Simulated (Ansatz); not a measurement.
Input and output of a relaxation of the atoms for CoAl (P4mm, 2 atoms in the cell) (Ansatz, an electronic-structure program).

Method of the run: PBEsol, default PAW files made with PBE (plane waves; Ansatz).

The change in words: one atom moved by 0.15 angstrom; relax: default → atoms; relax.f_tol: default → 0.005 eV/Å. Reference geometry:
```
CELL_PARAMETERS angstrom
      2.85142     0.00000     0.00000
      0.00000     2.85142     0.00000
      0.00000     0.00000     2.85142
ATOMIC_POSITIONS crystal
  Al 0.50000 0.50000 0.50000
  Co 0.00000 0.00000 0.00000
```

Reference input (self-consistent single point, DFT, PBEsol, plane waves, default PAW files made with PBE): basis.ecutwfc = 30.9 Ry; kpoints.mp_grid.grid = 12 12 12; hamiltonian.xc = pbesol; hamiltonian.pseudopotentials = {kind: paw} (the program's default PAW files); scf.occupations.method = gaussian; scf.occupations.width = 0.0073 Ry. This run's input differs from it in these lines:

```diff
@@ -7,3 +7,3 @@
   atoms:
-    - { symbol: Al, position: [0.500000, 0.500000, 0.500000] }
+    - { symbol: Al, position: [0.500000, 0.500000, 0.552605] }
     - { symbol: Co, position: [0.000000, 0.000000, 0.000000] }
@@ -18,2 +18,4 @@
   occupations: { method: gaussian, width: 0.0073 Ry }
+relax:
+  f_tol: 0.005
 output:
```

Output (repeated stretches shortened):

```
   [... SCF lines of the steps left out ...]
relax step   1: F+E_penalty+E_count = -5618.68383218 eV  Δ(F+E_penalty+E_count) = +0.000e0 eV  max|allowed force component| = 1.055e0 eV/Å  Δτ_max = 0.0000 Å  (6 SCF iters, dr2 threshold 6.25e-7 eV, accepted)
relax step   2: F+E_penalty+E_count = -5618.72700382 eV  Δ(F+E_penalty+E_count) = -4.317e-2 eV  max|allowed force component| = 7.108e-1 eV/Å  Δτ_max = 0.0245 Å  (6 SCF iters, dr2 threshold 6.95e-5 eV, accepted)
relax step   3: F+E_penalty+E_count = -5618.76293093 eV  Δ(F+E_penalty+E_count) = -3.593e-2 eV  max|allowed force component| = 3.312e-3 eV/Å  Δτ_max = 0.0503 Å  (6 SCF iters, dr2 threshold 3.16e-5 eV, accepted)
relax step   4: F+E_penalty+E_count = -5618.76293093 eV  Δ(F+E_penalty+E_count) = -1.310e-10 eV  max|allowed force component| = 3.323e-3 eV/Å  Δτ_max = 0.0000 Å  (6 SCF iters, accepted)
the relaxation is at rest under the 8 symmetry operations that the run kept from its start: a minimum is not shown …
Stability not checked: this state was not tested for a lower state beside it, because too few of the mixer's solves of this state at the end of the SCF gave a …
Free energy (F): -5618.762931 eV
Internal energy: -5618.758520 eV  (E = F + TS)
E sigma→0 (E₀):  -5618.760726 eV
Entropy (-TS):   -0.004411 eV (-2.205 meV/atom)
Fermi energy:    14.333322 eV
--- Forces (eV/Å), atoms counted from 1 ---
  atom   1  Al     0.00000000     0.00000000    -0.00332296
   [... lines left out ...]
  The stress holds the Pulay correction. Without it, at fixed plane waves, as pw.x and ABINIT print it: P = -5.6244 GPa
--- Relaxed structure (4 steps of the walk, 4 accepted, 0 SCFs on fresh bases) ---
  F+E_penalty+E_count = -5618.76293093 eV   max|allowed force component| = 3.323e-3 eV/Å
  atoms:
    - { symbol: Al, position: [0.5, 0.5, 0.526385373290708] }
    - { symbol: Co, position: [-1.6885709088692966e-35, 0.0, 0.026219626709292072] }
```

The run converged.  The full log also holds: “iter 5 did not close the SCF: its close was put off for the readings that it lacked (scf_convergence_deferred on its scf_iter line)”. The full log also holds: “iter 4 did not close the SCF: its close was put off for the readings that it lacked (scf_convergence_deferred on its scf_iter line)”.

Summary of the result:
* **Free energy E − TS (on the zero of these files)**: -5618.7629 eV
* **Fermi level (on the code's own zero)**: 14.33 eV
* **Pressure**: -5.51 GPa
* **Largest force (vector length)**: 0.003 eV/Å
* **Relaxation steps**: 4

The starting cell has typed, rounded lattice constants, without a prior relaxation at this level. Its lattice was rescaled by up to half a per cent. For this run, on top of that: one atom moved by 0.15 angstrom. Spin polarisation is off. The relaxation keeps the symmetry of its start, so its end need not be a minimum. Ansatz's pressure includes its estimate of the finite-basis (Pulay) stress.

Keys are those of Ansatz 0.2.
